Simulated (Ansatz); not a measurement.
Rock-salt TaC was calculated with LDA (Ansatz, a first-principles code, PAW).

Total energies, extrapolated to zero smearing (they compare only within this program, potentials and cutoff; free atoms with spin allowed, lowest state found):

```csv
system,energy (eV/atom)
"rock-salt TaC, relaxed",-4963.4884
free Ta atom,-9673.0319
free C atom,-234.0436
```

Problem. Work out the cohesive energy per atom.

Solution. E_coh = [1 × (-9673.0319) + 1 × (-234.0436)]/2 − (-4963.4884) = 9.95 eV/atom. The reference value is 8.56 eV/atom (measured, temperature not stated, as the source gives it; zero-point correction not stated; as tabulated in Vojvodic and Ruberto (2010), arXiv:1005.0508), not set against a level without spin–orbit coupling.

Spin–orbit coupling, which matters for such heavy atoms, is left out.

The PAW data were made under PBE.
